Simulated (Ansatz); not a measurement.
**Effect of pressure 0.9 GPa on PbSe**

Take PbSe in the rock salt structure (space group Fm-3m, No. 225; a = 6.102 Å) as the base.

Perturbation: a hydrostatic pressure of 0.9 GPa.

Computed with PBEsol (Ansatz, an electronic-structure program; PAW; 420 eV plane waves; no spin-orbit coupling). Γ-centred 9×9×9 mesh, Fermi–Dirac width 0.05 eV.

| quantity | base | changed | shift |
|---|---|---|---|
| volume per atom | 28.39 Å³ | 27.94 Å³ | -0.45 Å³ |
| density | 8.37 g/cm³ | 8.50 g/cm³ | +0.13 g/cm³ |
| lattice parameter a | 610.2 pm | 606.9 pm | -3.24 pm |
| enthalpy H = E + PV relative to the base's energy | – | +0.16 eV/atom | – |
| band gap | 0.17 eV | 0.11 eV | -0.06 eV |
| gap character | direct at L | direct at L | – |
| mean gap deformation potential ΔEg/Δln V | – | +3.5 eV | – |
| width of the top valence band | 3.32 eV | 3.44 eV | +0.12 eV |
| valley order (the lowest conduction-band minima on the path, energy above the VBM, named in the base's zone) | L along ⟨111⟩ 0.17 eV; a point along ⟨110⟩, about 0.6 Å⁻¹ from Γ 1.03 eV | L along ⟨111⟩ 0.11 eV; a point along ⟨110⟩, about 0.6 Å⁻¹ from Γ 0.99 eV | – |

Final structure:

```
CELL_PARAMETERS angstrom
      0.00000     3.03458     3.03458
      3.03458     0.00000     3.03458
      3.03458     3.03458     0.00000
ATOMIC_POSITIONS crystal
  Pb 0.00000 0.00000 0.00000
  Se 0.50000 0.50000 0.50000
```

Cost of the whole job for the changed cell (relaxation, final SCF and bands): very roughly 13 core-seconds.

Spin-orbit coupling, missing from the scalar runs, can matter with Pb. Load acts through the strain it causes; cell and atoms are relaxed under it. No phonon test of stability was made. A zero or small gap of PbSe can be the functional's error rather than a property of the material.
